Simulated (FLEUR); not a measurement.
# Equation of state of CuAu-type TiAl (space group 123): energy against volume (FLEUR, LDA)

```
TiAl
1.0
    2.71993     0.00000     0.00000
    0.00000     2.71993     0.00000
    0.00000     0.00000     3.91171
Ti Al
1 1
Direct
  0.00000   0.00000   0.00000
  0.50000   0.50000   0.50000
```

Method of the run: FLEUR with LDA (Vosko-Wilk-Nusair), all-electron FLAPW (FLEUR), scalar-relativistic valence. Settings: Kmax = 4.56 1/bohr; GmaxXC = 22.8 1/bohr; xcFunctional = vwn; jspins = 1; l_soc = F; mode = hist; fermiSmearingEnergy = 0.00183747 Htr; mesh (inpgen div1-3) = 21 21 15; inpgen gamma flag = false; Gmax = 22.8 1/bohr; numbands = 0; maxIterBroyd = 15; imix = Anderson; alpha = 0.05; precondParam = 0; minDistance = 1e-05 me/bohr^3. The cell above is the first row's. The rows scale it uniformly. In all rows fractional positions and the k mesh are held. E is the free energy at the stated smearing, counted from the lowest row.

```
V (Å^3/atom)  E (meV/atom)
------------  ------------
14.469                   ?
14.784                6.75
15.099                0.64
15.413                0.00
15.728                4.32
16.042               13.11
16.357               25.96
16.671               42.47
16.986               62.28
```

Fit E of the 8 rows that show it with the third-order Birch-Murnaghan form, a cubic in V^(-2/3). With u = V^(-2/3) - 0.158, the rows have u = 0.008012, 0.005695, 0.003464, 0.001301, -0.000785, -0.002810, -0.004765, -0.006665. Least squares gives E = 9.272 - 4479.06·u + 520707·u² - 110446·u³. Residuals (row less fit): -0.004, 0.009, 0.000, -0.006, 0.001, -0.012, 0.021, -0.009; standard error 0.014 (degrees of freedom: 4). Its minimum lies at u = 0.004307, so V0 = (0.162307)^(-3/2) = 15.29. There d²E/du² = 1039000 and d³E/du³ = -662700, so B0 = (4/9) × 15.29^(-7/3) × 1039000 × 0.160218 = 127 GPa (the last factor turns the table's units into GPa), and B0' = 4 + (2/3) × 0.162307 × (-662700)/1039000 = 3.9.

### Question
What does the fit predict for E at V = 14.469, and how far is the calculated value from it?

### Answer
u = 0.010412, so E = 9.272 - 4479.06 × 0.010412 + 520707 × 0.010412² - 110446 × 0.010412³ = 18.961 meV/atom. The calculation gives 18.91 meV/atom, 0.051 meV/atom below the prediction (0.1 % of the range of E in the table). The row lies outside the fitted rows, so this is an extrapolation. From the scatter of the fitted rows alone, a prediction at this place has a standard error of 0.041 meV/atom, so the miss is 1.2 times that.

Carrying the step between the two nearest rows on in a straight line would have given 12.86, off by 6.05; series whose last step already gives the withheld value aren't shown. The scan was laid around a cell of about the measured size, scaled by a guess for this functional; axis ratios and inner coordinates come from that cell. The runs keep the symmetry of the cell, so they don't test it for distortions. Spin polarisation is off. Values depend on the basis (sphere radii, cutoffs, local orbitals), which need not be converged. The shape of the cell and the inner coordinates aren't relaxed, so V0 and B0 belong to this uniform scaling; a relaxed crystal lies no higher in energy and is usually softer. Cutoffs and mesh are single choices, not tested for convergence of this quantity. Series with a scatter that would blur these digits, or in which a gap closes, are not shown. Nor are scans whose minimum lies at an end fitted in this form.
